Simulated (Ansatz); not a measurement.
The starting structures come from a database of crystals and need not be the phases stable at ambient conditions.

Tunnelling through a barrier is set by its complex band structure: the current falls as exp(−2κd) with the smallest κ.

```yaml
crystal:
  lattice:
    - [7.26436, 0.00000, 0.00000]
    - [3.63218, 9.12154, -0.08859]
    - [3.63218, -1.41383, 3.34572]
  atoms:
    - { symbol: Sn, position: [0.48841, 0.50000, 0.52317] }
    - { symbol: Sn, position: [0.76159, 0.75000, 0.75000] }
    - { symbol: Sn, position: [0.01159, 0.00000, 0.97683] }
    - { symbol: Sn, position: [0.23841, 0.25000, 0.25000] }
    - { symbol: F, position: [0.92658, 0.32698, 0.93461] }
    - { symbol: F, position: [0.78420, 0.57698, 0.46224] }
    - { symbol: F, position: [0.91945, 0.82698, 0.21936] }
    - { symbol: F, position: [0.56183, 0.07698, 0.19173] }
    - { symbol: F, position: [0.33055, 0.42302, 0.30827] }
    - { symbol: F, position: [0.68817, 0.17302, 0.56539] }
    - { symbol: F, position: [0.32342, 0.92302, 0.03776] }
    - { symbol: F, position: [0.46580, 0.67302, 0.28064] }
```

Space group of this cell: P4_12_12. The cell was relaxed by PBE-D3(BJ); by r2SCAN its mean pressure is -2.3 GPa.

Transport runs along the normal of the first two printed cell vectors, the (111) plane of the conventional cell.

The gap is the functional's own. No spin-orbit coupling. Mid-gap values are interpolated on the energy grid.

Question: State the band gap and the smallest decay constant κ at mid-gap according to r2SCAN (Ansatz, a quantum-chemistry and plane-wave program).

Answer: Gap 3.65 eV on a 10×10×10 mesh; κ = 0.330 1/Å, at (0.000, 0.500) of the in-plane reciprocal vectors. At the zone centre, at the nearest computed energy, the slowest state has κ = 0.41 1/Å.
